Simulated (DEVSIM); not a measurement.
Structure: abrupt GaAs n-p junction, at 300 K.

```
layer (left to right)  material  thickness (μm)  Nd (cm⁻³)  Na (cm⁻³)  τn (s)  τp (s)
---------------------  --------  --------------  ---------  ---------  ------  ------
1                          GaAs            2.60     2.3e15          -  1.7e-9  1.7e-9
2                          GaAs             280          -     2.7e15  1.7e-9  1.7e-9
```

Left contact: ohmic. Right contact: ohmic. Voltage is applied to the left contact. Recombination: SRH at mid-gap, radiative, Auger. Mobility is μmin + (μ − μmin)/(1 + (N/Nref)^α).

This is a model device: material constants are rounded textbook-type values typed into the input, and sizes, dopings and lifetimes were drawn at random. Values at 300 K.

| parameter | GaAs |
|---|---|
| gap (eV) | 1.424 |
| affinity (eV) | 4.07 |
| permittivity | 12.9 |
| Nc (cm⁻³) | 4.7e17 |
| Nv (cm⁻³) | 9e18 |
| μn (cm²/Vs) | 8500 |
| μp (cm²/Vs) | 400 |
| μn,min | 500 |
| μp,min | 20 |
| Nref,n | 6e16 |
| Nref,p | 1.5e17 |
| αn | 0.39 |
| αp | 0.38 |
| B (cm³/s) | 2e-10 |
| Cn (cm⁶/s) | 1e-30 |
| Cp (cm⁶/s) | 1e-30 |

DEVSIM, 1D drift-diffusion, Boltzmann statistics, complete ionisation; no tunnelling, impact ionisation, image-force lowering or self-heating.

Task: Tabulate band edges, carrier densities and field at 5.0 V on the left contact.

Result: Energies count from the Fermi level of the right contact; mesh points crowd at the junctions.

```csv
x (μm),Ec (eV),Ev (eV),n (cm⁻³),p (cm⁻³),field (V/cm)
0.000,-4.862,-6.287,2.3e15,< 1e2,≈ 0
0.04769,-4.862,-6.287,2.3e15,< 1e2,≈ 0
0.1883,-4.862,-6.287,2.3e15,< 1e2,≈ 0
0.6287,-4.862,-6.286,2.3e15,< 1e2,≈ 0
1.980,-3.802,-5.226,510,2000,26000
2.406,-2.410,-3.834,220,3400,40000
2.550,-1.805,-3.229,170,3700,44000
2.611,-1.533,-2.957,150,3900,45000
2.680,-1.226,-2.650,140,4500,43000
2.890,-0.412,-1.836,120,6700,35000
3.521,1.032,-0.392,< 1e2,2.3e12,11000
6.856,1.214,-0.210,< 1e2,2.7e15,≈ 0
15.46,1.214,-0.210,< 1e2,2.7e15,≈ 0
41.36,1.214,-0.210,< 1e2,2.7e15,≈ 0
163.7,1.214,-0.210,< 1e2,2.7e15,≈ 0
244.7,1.214,-0.210,< 1e2,2.7e15,≈ 0
270.0,1.214,-0.210,< 1e2,2.7e15,≈ 0
278.4,1.214,-0.210,< 1e2,2.7e15,≈ 0
281.7,1.214,-0.210,< 1e2,2.7e15,≈ 0
282.3,1.214,-0.210,< 1e2,2.7e15,≈ 0
282.5,1.214,-0.210,< 1e2,2.7e15,≈ 0
282.6,1.214,-0.210,< 1e2,2.7e15,≈ 0
```
